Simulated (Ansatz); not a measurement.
## Input and output of a self-consistent single point for BW (Imm2, 8 atoms in the cell) (Ansatz)

Method: LDA (PW92), default PAW files made with PBE (plane waves; Ansatz, a first-principles code).

Input:

Ansatz 0.2 input:
```yaml
# BW
crystal:
  lattice:
    - [-1.570257, 1.570257, 8.486047]
    - [1.570257, -1.570257, 8.486047]
    - [1.570257, 1.570257, -8.486047]
  atoms:
    - { symbol: B, position: [0.409256, 0.909256, 0.500000] }
    - { symbol: B, position: [0.656310, 0.656310, 0.000000] }
    - { symbol: B, position: [0.343690, 0.343690, 0.000000] }
    - { symbol: B, position: [0.093690, 0.593690, 0.500000] }
    - { symbol: W, position: [0.553120, 0.053120, 0.500000] }
    - { symbol: W, position: [0.803120, 0.803120, 0.000000] }
    - { symbol: W, position: [0.196880, 0.196880, 0.000000] }
    - { symbol: W, position: [0.946880, 0.446880, 0.500000] }
basis:
  ecutwfc: 420.0 eV
kpoints:
  mp_grid: { grid: [7, 7, 7] }
hamiltonian:
  xc: lda
  pseudopotentials: { kind: paw }
scf:
  occupations: { method: fermi_dirac, width: 0.1 eV }
output:
  forces: true
  eigenvalues: true
  stress: true
```

Output (repeated stretches shortened):

```
WARN ansatz: RAYON_NUM_THREADS=1 ignored (pool sized by the plan → 1); use --threads N
basis.fft_grid_basis auto: the FFT boxes are laid along the combinations [[1, 0, 1], [0, 1, 1], [0, 0, 1]] of the cell's own vectors, 3.141, 3.141 and 8.772 Å …
Pseudopotentials: kind: paw
Pseudopotential: B, paw, valence charge 3
Pseudopotential: W, paw, valence charge 14
Crystal: 8 atoms, lattice volume = 83.696 Å³
Basis set: ecut = 420 eV, 1657 PW (Γ), FFT grids on a1+a3, a2+a3, a3
Bands: 42, of which v1, the nominal top of the filled ones, is band 34 counted from 1 (33 counted from 0)
Symmetry: 4 space group operations
Space group: Imm2 (ITA 44), of the structure as read, at distance tolerance 4.4e-5 Å
k-points: 64 of 343 (time reversal used)
PAW frozen core: B, regenerated for the run's functional, and the local potential with it
PAW frozen core: W, regenerated for the run's functional, and the local potential with it
Initial density: superposition of atomic densities (neutral atoms: chi_scale 0, normalization atom), corrected by the library's trained network
Initial wavefunctions: pseudopotential atomic-orbital guess
Eigensolver: davidson
Functional: x = slater, c = lda
SCF iter   1: F=—  HF=-41121.788121 eV  |F-HF|=—  |Δ(HF+E_count)|=         —  Δρ=8.36e-3  dr2=8.75e-2  ethr=1.77e-3  ⟨swp⟩=5.7  Hψ=10735  notcnv=0
all-band conjugate gradients solve this SCF's bands
preconditioner: auto → Kerker (q_TF=auto, 2.635 Å⁻¹)
SCF iter   2: F=—  HF=-41121.771218 eV  |F-HF|=—  |Δ(HF+E_count)|=   1.69e-2  Δρ=4.58e-3  dr2=2.47e-2  ethr=1.29e-4  ⟨swp⟩=1.0  Hψ=3201  notcnv=0
SCF iter   3: F=—  HF=-41121.764913 eV  |F-HF|=—  |Δ(HF+E_count)|=   6.31e-3  Δρ=5.22e-4  dr2=1.63e-4  ethr=3.64e-5  ⟨swp⟩=2.0  Hψ=3800  notcnv=0
SCF iter   4: F=—  HF=-41121.764893 eV  |F-HF|=—  |Δ(HF+E_count)|=   2.04e-5  Δρ=5.60e-5  dr2=3.09e-6  ethr=2.40e-7  ⟨swp⟩=2.2  Hψ=4283  notcnv=0
SCF iter   5: F=—  HF=-41121.764893 eV  |F-HF|=—  |Δ(HF+E_count)|=   3.78e-7  Δρ=1.23e-5  dr2=3.62e-7  ethr=4.54e-9  ⟨swp⟩=2.6  Hψ=4539  notcnv=0
SCF iter   6: F=-41121.764893 eV  HF=-41121.764893 eV  |F-HF|=1.81e-8  |Δ(HF+E_count)|=   6.98e-8  Δρ=2.55e-6  dr2=2.06e-8  ethr=1.47e-10  ⟨swp⟩=6.8  Hψ=10146  notcnv=0
SCF 1 converged in 6 iterations: F = -41121.764893 eV  dr2 = 2.06e-8
SCF converged after 6 iterations
Free energy (F): -41121.764893 eV
Harris-Foulkes:  -41121.764893 eV  (|F-HF|=1.81e-8)
Internal energy: -41121.681477 eV  (E = F + TS)
E sigma→0 (E₀):  -41121.723185 eV
Entropy (-TS):   -0.083416 eV (-10.427 meV/atom)
Fermi energy:    21.209551 eV
--- Per-component energies (eV) ---
  E_band       = -281.515853
  E_kinetic    = 2012.254366
  E_local      = -2628.665452  (includes V_loc(G=0)·N_el)
  E_nonlocal   = 69.315169
  E_hartree    = 958.555872
  E_xc         = -1194.838096
  E_vxc        = -1116.705072  (∫ρ·V_xc dr)
  E_paw        = -33529.537492  (= ΣΔE_a)
  E_vpaw       = -534.827058  (= ΣTr[D̂ρ^β])
  E_aug_tail   = -0.000248  (compensation charges beyond the density's cutoff)
  E_ewald      = -6810.081545
  E_core_change = 1.315949  (= ΣΔE_core)
  E_smearing   = -0.083416  (= −TS)
  E_closure    = 0.000000  (closes the sum)
  Σ components = -41121.764893   (vs F -41121.764893, Δ=0.00e0)
--- Forces (eV/Å), atoms counted from 1 ---
  atom   1  B     -0.00000000     0.00000000    -0.53399376
  atom   2  B     -0.00000000     0.00000000    -0.06290653
  atom   3  B      0.00000000     0.00000000     0.12889432
  atom   4  B      0.00000000     0.00000000     0.07872197
  atom   5  W      0.00000000     0.00000000     0.24206251
  atom   6  W      0.00000000     0.00000000     0.26442427
  atom   7  W     -0.00000000     0.00000000    -0.06085504
  atom   8  W     -0.00000000     0.00000000    -0.05634689
  max |Σ_I F_I| component: 8.42e-7 eV/Å
--- Stress (GPa, compression-positive) ---
      -12.511250       0.000000      -0.000000
        0.000000     -12.498344       0.000000
       -0.000000       0.000000     -13.274060
  P = ⅓ Tr σ = -12.7612 GPa (-127.612 kbar)
  The stress holds the Pulay correction. Without it, at fixed plane waves, as pw.x and ABINIT print it: P = -12.9049 GPa
--- Band table (eV; the first three rows and the last of 64) ---
  k-point 0: bands = ["-53.3372", "-53.3068", "-53.2672", "-53.2365", "-17.9973", "-17.6420", "-17.6411", "-17.6264", "-17.6237", "-17.6194", "-17.6183", "-17.3645", "-17.3607", "-17.3198", "-17.3149", "-17.2157", "7.2727", "8.6094", "11.1433", [...]
  k-point 1: bands = ["-53.3252", "-53.2979", "-53.2682", "-53.2407", "-17.9535", "-17.7937", "-17.7531", "-17.6744", "-17.6534", "-17.6383", "-17.4809", "-17.4248", "-17.4104", "-17.3456", "-17.3144", "-17.2275", "7.9569", "9.0106", "11.9402", [...]
  k-point 2: bands = ["-53.2974", "-53.2790", "-53.2692", "-53.2508", "-17.9057", "-17.9033", "-17.8468", "-17.7940", "-17.7162", "-17.6576", "-17.6084", "-17.5046", "-17.4974", "-17.3594", "-17.3071", "-17.2831", "9.4681", "10.0568", "12.8024", [...]
  k-point 63: bands = ["-53.3209", "-53.3186", "-53.2509", "-53.2494", "-17.9159", "-17.8852", "-17.7083", "-17.6485", "-17.6320", "-17.5612", "-17.4803", "-17.4054", "-17.4027", "-17.3027", "-17.3027", "-17.2627", "8.0855", "8.1474", "12.1385", [...]
```

The run converged in 6 iterations.

The starting cell comes from a database of computed structures (which also holds hypothetical and non-ambient phases and stackings), without a prior relaxation at this level. Its lattice was rescaled by up to half a per cent. One atom was moved a little off its site on purpose. Spin-orbit coupling is off. Spin polarisation is off. With a pressure of about -13 GPa the cell is away from its equilibrium volume at this level. Ansatz's pressure includes its estimate of the finite-basis (Pulay) stress.
